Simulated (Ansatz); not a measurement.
Defect: O vacancy in bixbyite In2O3, charge state +2. Method: PBE, PAW (plane waves to 420 eV; Ansatz, a program for electronic structure).

Settings: 80 host sites, the relaxed PBE lattice, one k-point at (0.250, 0.250, 0.250), smearing 0.01 eV, spin-restricted, no image-charge correction. Energies are static. The charge state is imposed; whether it is stable for some Fermi level was not computed. Forms of the defect that were not tried may lie lower.

Barriers: single points on a 2×2×2 k-point mesh shifted by half a step at the bands' geometries.

Relaxed starting cell (atoms counted from 1):

```xyz
79
Lattice="10.2897 0.0000 0.0000 0.0000 10.2897 0.0000 0.0000 0.0000 10.2897" Properties=species:S:1:pos:R:3 pbc="T T T"
In     7.7129     2.5667     2.5848
In     2.5653     2.5379     2.6023
In     2.5805     7.7142     2.5840
In     2.5541     2.6004     7.7072
In    -0.0127     2.5628     4.7986
In     0.3354     5.1343     2.5933
In     4.8910     5.1026     7.6027
In     2.5658     0.3657     5.1274
In     7.7437     4.7892     5.1256
In    -0.0122     7.7254     0.3178
In     0.3116     0.0374     7.6917
In     2.4892     4.6627     0.1055
In     4.8114     0.0089     2.5886
In     7.7224     0.3915     0.0228
In     5.1467     2.6032     0.3605
In     5.1500     7.7207     4.8032
O      1.0836     3.5216     1.2583
O      9.1510     1.5945     1.2168
O      6.2268     1.6282     9.0732
O      3.9952     3.8181     9.1063
O      1.2055     1.1196     3.5515
O      9.0735     4.0057     3.5554
O      3.5818     3.9129     6.2667
O      1.1384     1.6074     6.3553
O      3.9209     3.9875     1.6325
O      6.2778     3.5449     3.9415
O      9.1689     3.5597     6.3641
O      4.0128     1.5700     3.9457
O      6.3481     1.1461     1.5886
O      3.9359     6.2747     3.6146
O      6.3594     9.1516     3.5629
O      1.5843     3.9216     4.0198
O      1.5258     9.1207     6.2036
O      1.2122     9.1248     1.5720
O      9.1347     6.2857     1.5763
O      3.5552     1.2167     1.1152
O      3.5586     9.0675     4.0243
O      1.5980     1.2215     9.1485
O      1.7056     6.3797     1.0044
In     2.5095     7.8539     7.5686
In     7.7001     7.7289     7.6966
In     7.7260     2.5636     7.7125
In     7.7484     7.7156     2.5965
In     5.3256     7.8877    10.0565
In     5.4801     0.0030     7.7131
In     9.9422    -0.0059     2.5635
In     7.7121     5.4810     0.0273
In     2.5572     9.9372     0.0045
In     5.1650     2.5346     5.4791
In     5.4907     5.1357     2.6135
In     7.7120     9.9498     5.1369
In     9.9189     5.1516     7.7248
In     2.5506     5.4669     5.1527
In    -0.0408     7.7080     5.4644
In    -0.0291     2.5649     9.9438
O      8.7015     1.2064     4.0086
O      6.2518     8.6907     6.3672
O      3.9791     6.7171     6.4705
O      1.1328     6.7167     3.9109
O      9.1582     8.7042     3.9263
O      6.1699     6.3354     8.7697
O      3.9422     8.9810     8.7272
O      8.6943     9.0807     1.1237
O      6.3168     6.7393     1.2481
O      9.0603     9.1592     6.7266
O      1.1380     8.6988     9.0349
O      4.0227     8.7080     1.2205
O      9.0753     6.7413     9.0788
O      1.2097     6.2999     6.7482
O      9.0657     1.1461     8.7054
O      1.2044     4.0257     8.7222
O      6.7742     9.1478     9.1341
O      6.7188     3.9505     1.1568
O      6.4048     3.9931     6.7078
O      3.9140     1.1240     6.7796
O      8.6866     6.3558     6.2885
O      8.6840     3.9439     9.1586
O      6.7375     6.3540     4.0262
O      6.7257     1.1981     6.2891
```
Cell charge +2.

End state 1 differs by these moves (Å; atoms that move under 0.08 Å are left out):

```json
[
 {"atom": "3", "element": "In", "Δx": "0.04", "Δy": "0.14", "Δz": "0.15"},
 {"atom": "6", "element": "In", "Δx": "-0.10", "Δy": "-0.03", "Δz": "0.10"},
 {"atom": "7", "element": "In", "Δx": "-0.10", "Δy": "0.03", "Δz": "0.10"},
 {"atom": "9", "element": "In", "Δx": "-0.07", "Δy": "0.00", "Δz": "0.05"},
 {"atom": "10", "element": "In", "Δx": "-0.18", "Δy": "0.16", "Δz": "-0.08"},
 {"atom": "12", "element": "In", "Δx": "0.15", "Δy": "0.00", "Δz": "-0.20"},
 {"atom": "17", "element": "O", "Δx": "0.05", "Δy": "0.30", "Δz": "-0.07"},
 {"atom": "20", "element": "O", "Δx": "0.05", "Δy": "-0.30", "Δz": "-0.07"},
 {"atom": "33", "element": "O", "Δx": "0.05", "Δy": "-0.05", "Δz": "0.07"},
 {"atom": "34", "element": "O", "Δx": "-0.02", "Δy": "-0.14", "Δz": "0.00"},
 {"atom": "35", "element": "O", "Δx": "0.12", "Δy": "0.05", "Δz": "-0.05"},
 {"atom": "37", "element": "O", "Δx": "0.05", "Δy": "0.05", "Δz": "0.07"},
 {"atom": "39", "element": "O", "Δx": "1.72", "Δy": "0.00", "Δz": "-2.00"},
 {"atom": "40", "element": "In", "Δx": "0.04", "Δy": "-0.14", "Δz": "0.15"},
 {"atom": "44", "element": "In", "Δx": "-0.18", "Δy": "-0.16", "Δz": "-0.08"},
 {"atom": "58", "element": "O", "Δx": "0.02", "Δy": "0.00", "Δz": "-0.08"},
 {"atom": "59", "element": "O", "Δx": "0.02", "Δy": "0.00", "Δz": "-0.08"},
 {"atom": "61", "element": "O", "Δx": "0.12", "Δy": "-0.05", "Δz": "-0.05"},
 {"atom": "62", "element": "O", "Δx": "-0.02", "Δy": "0.14", "Δz": "0.00"},
 {"atom": "63", "element": "O", "Δx": "-0.05", "Δy": "0.07", "Δz": "0.04"},
 {"atom": "72", "element": "O", "Δx": "-0.05", "Δy": "-0.07", "Δz": "0.04"}
]
```

Question: What is the computed forward and backward barriers to end state 1 (PBE, PAW)?

Answer: forward 0.55 eV, backward 0.55 eV; at the saddle point atom 39 has neighbours In at 2.04, In at 2.36, In at 2.52 Å. The program found a first-order saddle point.

End state 2 differs by these moves (Å; atoms that move under 0.08 Å are left out):

```json
[
 {"atom": "4", "element": "In", "Δx": "-0.13", "Δy": "-0.09", "Δz": "-0.12"},
 {"atom": "7", "element": "In", "Δx": "0.02", "Δy": "0.22", "Δz": "-0.05"},
 {"atom": "11", "element": "In", "Δx": "0.01", "Δy": "-0.08", "Δz": "0.04"},
 {"atom": "12", "element": "In", "Δx": "-0.03", "Δy": "0.23", "Δz": "-0.06"},
 {"atom": "15", "element": "In", "Δx": "0.10", "Δy": "-0.11", "Δz": "0.13"},
 {"atom": "19", "element": "O", "Δx": "-0.08", "Δy": "0.08", "Δz": "-0.01"},
 {"atom": "20", "element": "O", "Δx": "-0.37", "Δy": "2.35", "Δz": "0.00"},
 {"atom": "23", "element": "O", "Δx": "0.00", "Δy": "0.03", "Δz": "0.19"},
 {"atom": "24", "element": "O", "Δx": "-0.08", "Δy": "-0.08", "Δz": "-0.04"},
 {"atom": "25", "element": "O", "Δx": "0.04", "Δy": "0.01", "Δz": "-0.30"},
 {"atom": "29", "element": "O", "Δx": "0.05", "Δy": "-0.06", "Δz": "0.04"},
 {"atom": "30", "element": "O", "Δx": "-0.01", "Δy": "-0.05", "Δz": "-0.09"},
 {"atom": "33", "element": "O", "Δx": "0.05", "Δy": "-0.06", "Δz": "0.08"},
 {"atom": "39", "element": "O", "Δx": "-0.15", "Δy": "0.03", "Δz": "0.15"},
 {"atom": "40", "element": "In", "Δx": "0.04", "Δy": "-0.15", "Δz": "0.14"},
 {"atom": "44", "element": "In", "Δx": "-0.16", "Δy": "-0.17", "Δz": "-0.10"},
 {"atom": "58", "element": "O", "Δx": "0.01", "Δy": "0.06", "Δz": "-0.18"},
 {"atom": "61", "element": "O", "Δx": "0.22", "Δy": "-0.02", "Δz": "-0.07"},
 {"atom": "62", "element": "O", "Δx": "-0.01", "Δy": "0.10", "Δz": "-0.03"},
 {"atom": "68", "element": "O", "Δx": "0.09", "Δy": "0.00", "Δz": "0.01"},
 {"atom": "71", "element": "O", "Δx": "0.12", "Δy": "-0.05", "Δz": "0.00"}
]
```

Question: Estimate the forward and backward barriers to end state 2 that PBE, PAW returns for this input.

Answer: forward 0.80 eV, backward 0.80 eV; at the saddle point atom 20 has neighbours In at 2.02, In at 2.04 Å. The program found a first-order saddle point.

End state 3 differs by these moves (Å; atoms that move under 0.08 Å are left out):

```json
[
 {"atom": "7", "element": "In", "Δx": "0.02", "Δy": "-0.14", "Δz": "0.29"},
 {"atom": "12", "element": "In", "Δx": "0.07", "Δy": "0.15", "Δz": "-0.10"},
 {"atom": "16", "element": "In", "Δx": "0.09", "Δy": "0.08", "Δz": "-0.14"},
 {"atom": "17", "element": "O", "Δx": "0.06", "Δy": "0.04", "Δz": "-0.06"},
 {"atom": "20", "element": "O", "Δx": "-0.01", "Δy": "-0.30", "Δz": "0.04"},
 {"atom": "23", "element": "O", "Δx": "0.04", "Δy": "0.21", "Δz": "0.07"},
 {"atom": "30", "element": "O", "Δx": "0.02", "Δy": "0.02", "Δz": "0.21"},
 {"atom": "33", "element": "O", "Δx": "0.07", "Δy": "-0.04", "Δz": "0.10"},
 {"atom": "39", "element": "O", "Δx": "-0.08", "Δy": "-0.01", "Δz": "0.12"},
 {"atom": "40", "element": "In", "Δx": "-0.09", "Δy": "-0.07", "Δz": "0.29"},
 {"atom": "44", "element": "In", "Δx": "-0.18", "Δy": "-0.16", "Δz": "-0.12"},
 {"atom": "53", "element": "In", "Δx": "-0.10", "Δy": "-0.07", "Δz": "-0.05"},
 {"atom": "57", "element": "O", "Δx": "-0.11", "Δy": "-0.11", "Δz": "0.01"},
 {"atom": "58", "element": "O", "Δx": "-0.40", "Δy": "-0.37", "Δz": "2.51"},
 {"atom": "61", "element": "O", "Δx": "0.19", "Δy": "-0.07", "Δz": "-0.06"},
 {"atom": "62", "element": "O", "Δx": "-0.06", "Δy": "0.17", "Δz": "-0.03"},
 {"atom": "66", "element": "O", "Δx": "-0.08", "Δy": "0.06", "Δz": "0.09"},
 {"atom": "68", "element": "O", "Δx": "0.09", "Δy": "-0.01", "Δz": "-0.01"},
 {"atom": "69", "element": "O", "Δx": "0.11", "Δy": "0.01", "Δz": "-0.03"},
 {"atom": "72", "element": "O", "Δx": "-0.06", "Δy": "-0.07", "Δz": "-0.01"},
 {"atom": "75", "element": "O", "Δx": "0.01", "Δy": "0.09", "Δz": "-0.04"}
]
```

Question: Give the forward and backward barriers to end state 3 at the level PBE, PAW.

Answer: forward 1.11 eV, backward 1.11 eV; at the saddle point atom 58 has neighbours In at 2.00, In at 2.03 Å. The program found a first-order saddle point.

End state 4 differs by these moves (Å; atoms that move under 0.08 Å are left out):

```csv
atom,element,Δx,Δy,Δz
4,In,0.15,-0.18,-0.04
7,In,-0.10,0.04,0.11
12,In,0.25,0.24,0.08
17,O,0.11,0.10,-0.23
20,O,-0.16,-0.24,-0.01
25,O,0.08,0.00,0.01
32,O,0.01,0.01,-0.08
33,O,0.04,-0.07,0.08
38,O,-0.03,0.10,-0.02
39,O,-0.11,0.01,0.18
40,In,0.06,-0.13,0.16
44,In,-0.17,-0.16,-0.09
52,In,-0.11,0.09,-0.08
55,In,-0.01,-0.11,0.10
58,O,0.00,-0.01,-0.11
59,O,0.01,0.00,0.09
61,O,0.19,-0.08,-0.06
62,O,-0.02,0.18,-0.02
69,O,0.02,-0.16,0.11
71,O,2.36,2.33,0.45
72,O,-0.06,-0.06,0.03
73,O,0.05,-0.03,-0.07
75,O,0.06,-0.07,-0.10
77,O,0.28,0.01,-0.01
```

Question: Give the forward and backward barriers to end state 4 at the level PBE, PAW.

Answer: forward 1.39 eV, backward 1.39 eV; at the saddle point atom 71 has neighbours In at 2.04, In at 2.20, In at 2.58; O at 2.49 Å. The program found a first-order saddle point.
